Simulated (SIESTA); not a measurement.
Parameter sweep on MoWSe4 (P-3m1, 12 atoms in the cell)

```
CELL_PARAMETERS angstrom
      3.32326     0.00000     0.00000
     -1.66163     2.87803     0.00000
      0.00000     0.00000    37.84523
ATOMIC_POSITIONS crystal
  Mo 0.33333 0.66667 0.09393
  Mo 0.66667 0.33333 0.90607
  W  0.33333 0.66667 0.71819
  W  0.66667 0.33333 0.28181
  Se 0.33333 0.66667 0.95036
  Se 0.66667 0.33333 0.04964
  Se 0.33333 0.66667 0.32630
  Se 0.66667 0.33333 0.67370
  Se 0.66667 0.33333 0.76270
  Se 0.33333 0.66667 0.23730
  Se 0.66667 0.33333 0.13821
  Se 0.33333 0.66667 0.86179
```

Base run A: GGA PBEsol, numerical atomic orbitals DZP, PseudoDojo PBEsol standard norm-conserving potentials (rewritten from UPF to PSML) (SIESTA 5.4.2), self-consistent single point.

Its settings: XC.functional = GGA; XC.authors = PBEsol; potentials = PseudoDojo PBEsol standard; PAO.BasisSize = DZP; PAO.EnergyShift = 0.01 Ry; MeshCutoff = 400 Ry; kgrid.MonkhorstPack = 11 11 1; OccupationFunction = FD; ElectronicTemperature = 10 K; MaxSCFIterations = 150; SCF.Mixer.Method = Broyden; SCF.Mixer.Weight = 0.2; SCF.Mixer.History = 6; SCF.DM.Tolerance = 1.0E-04.

The starting cell comes from a database of computed structures (which also holds hypothetical and non-ambient phases and stackings), without a prior relaxation at this level. Spin-orbit coupling is off. Values carry the incompleteness of an atom-centred basis. Another mesh or the band path of this cell gives a smaller gap, so this value is not converged in the mesh.

ΔF is the free energy per atom less that of run A. 

```
run  PAO.SplitNorm  ΔF (meV/atom)  pressure (GPa)  largest force (eV/Å)  gap on the mesh (eV)
---  -------------  -------------  --------------  --------------------  --------------------
A          default           0.00           -1.13                 0.455                 1.350
B             0.05           0.72           -1.40                 0.425                 1.337
C              0.1           1.14           -1.03                 0.468                 1.346
D             0.15           0.00           -1.13                 0.455                 1.350
E              0.2            6.5           -1.25                 0.468                 1.351
F              0.3           28.2           -1.26                 0.540                 1.348
```

Run C against A: The free energy goes up by 1.1 meV/atom, the pressure goes from -1.13 to -1.03 GPa, the largest force goes from 0.455 to 0.468 eV/Å and the gap on the mesh hardly changes (1.350 to 1.346 eV).

Run E against A: The free energy rises by 6.5 meV/atom, the pressure goes from -1.13 to -1.25 GPa, the largest force goes from 0.455 to 0.468 eV/Å and the gap on the mesh hardly changes (1.350 to 1.351 eV).

Run F against A: The free energy rises by 28.2 meV/atom, the pressure goes from -1.13 to -1.26 GPa, the largest force goes from 0.455 to 0.540 eV/Å and the gap on the mesh hardly changes (1.350 to 1.348 eV).
